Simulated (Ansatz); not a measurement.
Start from Ti in the hcp (Mg type) structure (space group P6_3/mmc, No. 194; a = 2.864 Å, c = 4.537 Å; relaxed with 0.1 eV smearing). Axes: x lies along a and z along c of the hexagonal cell.

Structures relaxed with LDA, PAW, 420 eV (Ansatz, a quantum-chemistry and plane-wave program; no spin-orbit coupling).

Base:

Simulated powder pattern, Cu Kα1, λ = 1.54056 Å (kinematic, ideal powder, no thermal factors, no anomalous dispersion; the 8 strongest lines at most, above 2 %, up to 2θ = 90°):

```tsv
2θ (°)	I/Imax (%)	hkl
36.18	25	(100)
39.70	25	(002)
41.45	100	(101)
54.79	14	(102)
65.07	15	(110)
73.24	15	(103)
78.99	16	(112)
80.15	12	(201)
```

After one change:

Simulated powder pattern, Cu Kα1, λ = 1.54056 Å (kinematic, ideal powder, no thermal factors, no anomalous dispersion; the 8 strongest lines at most, above 2 %, up to 2θ = 90°):

```csv
2θ (°),I/Imax (%)
36.18,25
39.49,26
41.40,100
54.63,14
65.07,15
72.93,15
78.86,16
80.12,12
```

Task: Name the change that was made.
(A) uniaxial strain ε_zz = −1.00 %
(B) uniaxial strain ε_zz = +0.50 %
(C) uniaxial strain ε_zz = −2.50 %
(D) uniaxial strain ε_zz = −3.00 %

Result: B, uniaxial strain ε_zz = +0.50 %. Its volume per atom is 16.20 Å³ against 16.12 Å³, and its space group is P6_3/mmc (No. 194).

Stability against distortions was not tested. All final runs are without spin polarisation.
